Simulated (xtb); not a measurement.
xtb 6.7.1, GFN2-xTB: ethylenediamine cation (NCCN), charge +1, multiplicity 2, 12 atoms. The geometry is a generated start, not checked to be a minimum at this level.

```json
{
  "method": "GFN2-xTB",
  "--acc": "1 (default)",
  "--etemp (K)": "300 (default)",
  "detailed input (--input)": "none: ANC optimiser, Lindh (1995) Hessian, microcycle=20, maxdispl=1.0, hlow=0.01 (default)",
  "basis_functions": "24",
  "valence_electrons": "25"
}
```

```xyz
12

N      1.8192     0.3288    -0.2468
C      0.5964     0.0555     0.4897
C     -0.5330    -0.2916    -0.4789
N     -1.7471    -0.5902     0.2632
H      2.5751     0.5415     0.3964
H      1.6930     1.1377    -0.8502
H      0.2693     0.8967     1.1262
H      0.7784    -0.8025     1.1404
H     -0.2525    -1.1833    -1.0444
H     -0.6505     0.5386    -1.1990
H     -2.4904    -0.8617    -0.3703
H     -2.0580     0.2306     0.7738
```

Charge 1 and multiplicity 2 are set for this test and not shown to be the ground state. GFN-xTB has no spin term: --uhf 1 sets the occupations alone.

The structure is relaxed from this start with --opt LEVEL for the levels crude, sloppy, loose, lax, normal, tight, vtight, extreme, once each. Up to the end of the extreme run atoms move by at most 1.4 Å along an axis.

Q: What is the loosest level that ends within 20 meV of the extreme run, and how many cycles does it take?

A: normal: 56 cycles against 61, ending 0.017 meV above.

| level | cycles | energy above the extreme run (meV) | gradient norm (eV/Å) |
|---|---|---|---|
| crude | 6 | 430 | 0.32 |
| sloppy | 13 | 410 | 0.30 |
| loose | 19 | 400 | 0.18 |
| lax | 21 | 400 | 0.11 |
| normal | 56 | 0.017 | 0.023 |
| tight | 56 | 0.017 | 0.023 |
| vtight | 59 | under 0.01 | 0.0038 |
| extreme | 61 | — | 0.0021 |
